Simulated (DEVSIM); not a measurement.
System: Mo/SiO2/p-Si capacitor, at 300 K.

```csv
layer (left to right),material,thickness (nm),Na (cm⁻³)
1,SiO2,1.50,-
2,Si,640,8e17
```

Metal gate on the left, work function 4.6 eV. Fixed charge at the semiconductor interface 4e10 cm⁻² (in units of +e); no interface traps.

Constants are typed, rounded textbook-type inputs, not results; the design itself was drawn at random and stands for no fabricated device. Values at 300 K.

```
parameter      SiO2       Si
-------------  ----  -------
gap (eV)          9    1.124
affinity (eV)   0.9     4.05
permittivity    3.9     11.7
Nc (cm⁻³)         -  2.86e19
Nv (cm⁻³)         -   3.1e19
```

Model (solved in DEVSIM): 1D Poisson equation in equilibrium, Boltzmann statistics, complete ionisation; no quantum confinement or tunnelling. Metal contacts follow the ideal Schottky-Mott rule: no Fermi-level pinning, no interface dipoles.

### Question
Tabulate band edges, carrier densities and field at 0.2 V on the gate.

### Answer
Energies count from the Fermi level of the right contact; mesh points crowd at the junctions.

| x (μm) | Ec (eV) | Ev (eV) | n (cm⁻³) | p (cm⁻³) | field (V/cm) |
|---|---|---|---|---|---|
| 0.000 | 3.500 | -5.500 | < 1e2 | < 1e2 | 1000000 |
| 0.0005783 | 3.560 | -5.440 | < 1e2 | < 1e2 | 1000000 |
| 0.0009950 | 3.603 | -5.397 | < 1e2 | < 1e2 | 1000000 |
| 0.001581 | 0.508 | -0.616 | 8.5e10 | 1.4e9 | 350000 |
| 0.002955 | 0.555 | -0.569 | 1.4e10 | 8.4e9 | 330000 |
| 0.004986 | 0.620 | -0.504 | 1.1e9 | 1.0e11 | 310000 |
| 0.008320 | 0.716 | -0.408 | 2.7e7 | 4.3e12 | 270000 |
| 0.01712 | 0.903 | -0.221 | 20000 | 5.9e15 | 160000 |
| 0.03014 | 1.015 | -0.109 | 260 | 4.5e17 | 30000 |
| 0.05326 | 1.029 | -0.095 | 150 | 8.0e17 | 230 |
| 0.09120 | 1.030 | -0.095 | 150 | 8.0e17 | ≈ 0 |
| 0.1914 | 1.030 | -0.095 | 150 | 8.0e17 | ≈ 0 |
| 0.3322 | 1.030 | -0.095 | 150 | 8.0e17 | ≈ 0 |
| 0.4678 | 1.030 | -0.095 | 150 | 8.0e17 | ≈ 0 |
| 0.5595 | 1.030 | -0.095 | 150 | 8.0e17 | ≈ 0 |
| 0.5942 | 1.030 | -0.095 | 150 | 8.0e17 | ≈ 0 |
| 0.6154 | 1.030 | -0.095 | 150 | 8.0e17 | ≈ 0 |
| 0.6268 | 1.030 | -0.095 | 150 | 8.0e17 | ≈ 0 |
| 0.6354 | 1.030 | -0.095 | 150 | 8.0e17 | ≈ 0 |
| 0.6384 | 1.030 | -0.095 | 150 | 8.0e17 | ≈ 0 |
| 0.6403 | 1.030 | -0.095 | 150 | 8.0e17 | ≈ 0 |
| 0.6415 | 1.030 | -0.095 | 150 | 8.0e17 | ≈ 0 |
